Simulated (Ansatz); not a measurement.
Consider the following.

```yaml
crystal:
  lattice:
    - [2.98964, 0.00000, 0.00000]
    - [1.49482, 2.58910, 0.00000]
    - [0.00000, 0.00000, 10.06271]
  atoms:
    - { symbol: Si, position: [0.00000, 0.00000, 0.49945] }
    - { symbol: Si, position: [0.00000, 0.00000, 0.99945] }
    - { symbol: Si, position: [0.33333, 0.33333, 0.24946] }
    - { symbol: Si, position: [0.66667, 0.66667, 0.74946] }
    - { symbol: C, position: [0.00000, 0.00000, 0.31362] }
    - { symbol: C, position: [0.00000, 0.00000, 0.81362] }
    - { symbol: C, position: [0.33333, 0.33333, 0.06309] }
    - { symbol: C, position: [0.66667, 0.66667, 0.56309] }
```

No spin polarisation.

Computed with LDA (Ansatz, an electronic-structure program; PAW; 420 eV plane waves; no SOC). k-mesh 12×12×4 (Γ-centred); smearing 0.05 eV (Fermi–Dirac).

Question: Predict the gap character.

Answer: Indirect, Γ → M.

Question: What is the computed band gap?

Answer: 1.98 eV.

Question: What space group does the calculation give?

Answer: P6_3mc (No. 186).

The cells carry an imposed strain or load. Stability against distortions was not tested. The cell was made from SiC (space group P6_3mc, No. 186) by this change: biaxial strain −2.25 %, plane normal [001], relaxed out of plane.
